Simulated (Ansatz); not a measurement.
Band structure of Ti2Te2P (R-3m, 5 atoms in the cell).

```yaml
crystal:
  lattice:
    - [1.82518, 1.05377, 9.94446]
    - [-1.82518, 1.05377, 9.94446]
    - [0.00000, -2.10754, 9.94446]
  atoms:
    - { symbol: Ti, position: [0.62216, 0.62216, 0.62216] }
    - { symbol: Ti, position: [0.37784, 0.37784, 0.37784] }
    - { symbol: Te, position: [0.22825, 0.22825, 0.22825] }
    - { symbol: Te, position: [0.77175, 0.77175, 0.77175] }
    - { symbol: P, position: [0.00000, 0.00000, 0.00000] }
```

Level of theory: LDA (PW92), PAW files made with PBE (plane waves; Ansatz, a program for electronic structure).

Settings: kpoints.mp_grid.grid = 6 6 6; hamiltonian.xc = lda; hamiltonian.pseudopotentials = {kind: paw} (the program's default PAW files); scf.occupations.method = fermi_dirac; scf.occupations.width = 0.1 eV; kpoints.band_path.path = [[0.0, 0.0, 0.0], [0.5, 0.0, 0.0], [0.5, 0.17415244, -0.17415244]]; kpoints.band_path.npoints = 8.

The starting cell comes from a database of computed structures (which also holds hypothetical and non-ambient phases and stackings), without a prior relaxation at this level. Spin-orbit coupling is off. Spin polarisation is off; with an odd number of electrons in the cell that forces a metal, and a magnetic state may lie lower.

Levels in eV from the Fermi level, bands 28 to 35:
```csv
point,28,29,30,31,32,33,34,35
Γ,-0.23,-0.09,-0.09,0.09,1.06,1.06,1.42,1.42
L,-1.29,-1.14,-1.09,-0.61,1.24,1.30,1.35,1.73
B1,-2.53,-1.96,-1.93,0.84,0.85,0.92,1.55,1.60
```

Bands cross the Fermi level along this path, so the cell is metallic at this level.

Keys are those of Ansatz 0.2.
